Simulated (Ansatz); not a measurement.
## Phonon-limited transport in LiFeP (P4/nmm)

Given:

```
CELL_PARAMETERS angstrom
      3.64559     0.00000     0.00000
      0.00000     3.64559     0.00000
      0.00000     0.00000     5.82175
ATOMIC_POSITIONS crystal
  Li 0.00000 0.50000 0.65381
  Li 0.50000 0.00000 0.34619
  Fe 0.00000 0.00000 0.00000
  Fe 0.50000 0.50000 0.00000
  P  0.50000 0.00000 0.79282
  P  0.00000 0.50000 0.20718
```

These are PBEsol, DFPT electron-phonon coupling, linearised Boltzmann equation (plane waves, PAW, scalar-relativistic; Ansatz, an electronic-structure program) values and carry that method's errors. Geometry: relaxed with this functional, without spin-orbit coupling.

```
Item                                                                                                            Value
----------------------------------------------------------------------------------  ---------------------------------
resistivity at 300 K                                                                13.2 (x), 13.2 (y), 114 (z) μΩ·cm
resistivity at 77 K                                                                 0.95 (x), 0.95 (y), 8.0 (z) μΩ·cm
electron mean free path at 300 K (weighted by the current that each state carries)       9.3 (x), 9.3 (y), 9.0 (z) nm
electron-phonon coupling λ                                                                                      0.159
transport coupling λ_tr                                                               0.185 (x), 0.185 (y), 0.170 (z)
logarithmic mean phonon energy                                                                                 27 meV
density of states at the Fermi level                                                       1.52 states/(eV·spin·cell)
Drude plasma energy                                                                     3.7 (x), 3.7 (y), 1.25 (z) eV
Tc for μ* = 0.10 (anisotropic Eliashberg)                                                                   below 1 K
Tc for μ* = 0.13 (anisotropic Eliashberg)                                                                   below 1 K
```

A metal at this level (no band gap). Only scattering by harmonic phonons is included (no impurities, grain boundaries, electron-electron scattering or thermal expansion). Spin-orbit coupling is left out. The run warned that the eigensolver left some states short of its tolerance. Halving the electron mesh (24x24x16) moves the resistivity by up to 7 % at 300 K, the mean free path by up to 3 %, the coupling by up to 5 %. Smearing 0.20 eV; phonons on a 4x4x3 q mesh, which this run doesn't test and which matters most at low temperature. Tc comes from the anisotropic Migdal-Eliashberg equations with μ*, a chosen number, referred to 33 meV.

Formula and space group known from diffraction (Crystallography Open Database), not checked to be the room-temperature form: LiFeP (P4/nmm). Treated as nonmagnetic (a ferromagnetic start lost its moment, other orders weren't tried): LiFeP (P4/nmm).
